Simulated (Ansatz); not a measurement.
LiH, response to strain and stress

The reference is LiH in the rock salt structure (space group Fm-3m, No. 225; a = 4.005 Å). Axes: x, y, z lie along the cube axes.

Strains are applied to the cell and any free atomic positions relax; under stress the whole cell relaxes.

Calculations: r2SCAN/PAW in Ansatz (a program for electronic structure), no spin-orbit coupling.

Candidates:
(a) uniaxial stress, 5 GPa compression along x
(b) strain tensor (xx, yy, zz, yz, xz, xy) = (+2.77, −1.25, −0.80, −1.21, +0.46, −1.02) %
(c) uniaxial strain ε_yy = −0.84 %
(d) strain tensor (xx, yy, zz, yz, xz, xy) = (+0.40, +0.56, −0.01, +0.59, +0.70, +1.82) %
(e) isotropic strain +3.85 %

For the base:

```
Item       Result
--------  -------
Band gap  3.63 eV
```

Order them by band gap, lowest first.

(a) uniaxial stress, 5 GPa compression along x (3.03 eV), (b) strain tensor (xx, yy, zz, yz, xz, xy) = (+2.77, −1.25, −0.80, −1.21, +0.46, −1.02) % (3.18 eV), (c) uniaxial strain ε_yy = −0.84 % (3.54 eV), (d) strain tensor (xx, yy, zz, yz, xz, xy) = (+0.40, +0.56, −0.01, +0.59, +0.70, +1.82) % (3.58 eV), (e) isotropic strain +3.85 % (3.69 eV)

Stability under load was not tested beyond the relaxation.
